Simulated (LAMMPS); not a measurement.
MD of Cu (fcc) with 10 % of Cu sites Ta at zero pressure over temperature, 4000 atoms; each row names its start.

Method: classical MD, pair style eam/alloy, file CuTa.eam.alloy (LAMMPS).

```csv
"T (K), start",state,volume,enthalpy,"first peak of g(r), Cu-Ta",coordination number of Cu by Ta,D(Cu),D(Ta)
"300, crystal",crystal; no diffusion seen in 30 ps,12.5746 ± 0.0003 Å³/atom,-3.9230 ± 0.0001 eV/atom,"2.63 Å, height 8.2",1.21 (counted to 3.14 Å),-,-
"1090, crystal",crystal; no diffusion seen in 30 ps,13.4512 ± 0.0008 Å³/atom,-3.6937 ± 0.0001 eV/atom,"2.64 Å, height 4.1",1.22 (counted to 3.26 Å),-,-
"1470, melt",liquid,14.242 ± 0.002 Å³/atom,-3.5072 ± 0.0003 eV/atom,"2.65 Å, height 2.7",1.53 (counted to 3.86 Å),(3.6 ± 0.1) × 10^-5 cm²/s,(1.7 ± 0.1) × 10^-5 cm²/s
"1780, melt",liquid,14.526 ± 0.001 Å³/atom,-3.4110 ± 0.0003 eV/atom,"2.64 Å, height 2.5",1.51 (counted to 3.86 Å),(5.7 ± 0.1) × 10^-5 cm²/s,(3.1 ± 0.2) × 10^-5 cm²/s
"2170, melt",liquid,14.868 ± 0.002 Å³/atom,-3.2945 ± 0.0003 eV/atom,"2.65 Å, height 2.3",1.49 (counted to 3.86 Å),(8.70 ± 0.09) × 10^-5 cm²/s,(5.6 ± 0.1) × 10^-5 cm²/s
```

Caution (rows 300, crystal; 1090, crystal): the random arrangement on this lattice is imposed, and need not be a phase that exists in equilibrium.

Caution (rows 1090, crystal; 1470, melt; 1780, melt; 2170, melt): a run this short can hold a crystal over, or a liquid under, the potential's own melting point, which these runs don't give.

States go by the mean squared displacement: a species diffuses where it passes 1.5 Å², still rises and gives D over 1e-6 cm²/s; a crystal has left its structure where atoms lie 0.35 Å off their sites on average or a cubic box changes its shape by 3 %, or the axial ratios of another lie 8 % off the starting cell's, which the potential's own relaxation can also do.

Errors of D are the spread over four groups of atoms in one short run; a floor of about 5 %, a picked value, is safer.

Errors shown are sampling errors alone.
